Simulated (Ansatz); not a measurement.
# MoS2 under a change: pressure 30 GPa

Take MoS$_{2}$ in the 2H-MoS2 type structure (space group P6_3/mmc, No. 194; a = 3.149 Å, c = 12.090 Å; layered, stacked along the Cartesian z axis) as the base.

Now apply this change: cell and atoms relaxed at a pressure of 30 GPa.

Computed with PBE-D3(BJ) in Ansatz (plane waves to 420 eV, PAW, no SOC). Settings: 12×12×3 k-points, 0.05 eV Fermi–Dirac smearing.

```json
{
  "volume_per_atom": "13.60 Å³ (base 17.31 Å³)",
  "density": "6.51 g/cm³ (base 5.12 g/cm³)",
  "lattice_parameter_a": "2.964 Å (base 3.149 Å)",
  "c/a ratio": "3.619 (base 3.839)",
  "shortest_interatomic_distance": "2.330 Å (base 2.400 Å)",
  "band_gap": "zero (base 0.78 eV)"
}
```

Final structure:

```yaml
crystal:
  lattice:
    - [2.96383, 0.00000, 0.00000]
    - [-1.48191, 2.56675, 0.00000]
    - [0.00000, 0.00000, 10.72727]
  atoms:
    - { symbol: Mo, position: [0.33333, 0.66667, 0.25000] }
    - { symbol: Mo, position: [0.66667, 0.33333, 0.75000] }
    - { symbol: S, position: [0.33333, 0.66667, 0.60258] }
    - { symbol: S, position: [0.66667, 0.33333, 0.10258] }
    - { symbol: S, position: [0.66667, 0.33333, 0.39742] }
    - { symbol: S, position: [0.33333, 0.66667, 0.89742] }
```

Cost of the whole job for the changed cell (relaxation, final SCF and bands): around 60 core-seconds (rough).

The mesh was chosen for an insulator and is coarse for the gapless case. Load acts through the strain it causes; cell and atoms are relaxed under it. No phonon test of stability was made. No other phases were tried under pressure. All final runs are without spin polarisation. The zero or small gap of MoS2 under pressure 30 GPa can change with the level of theory.

Ansatz is a program for electronic structure.
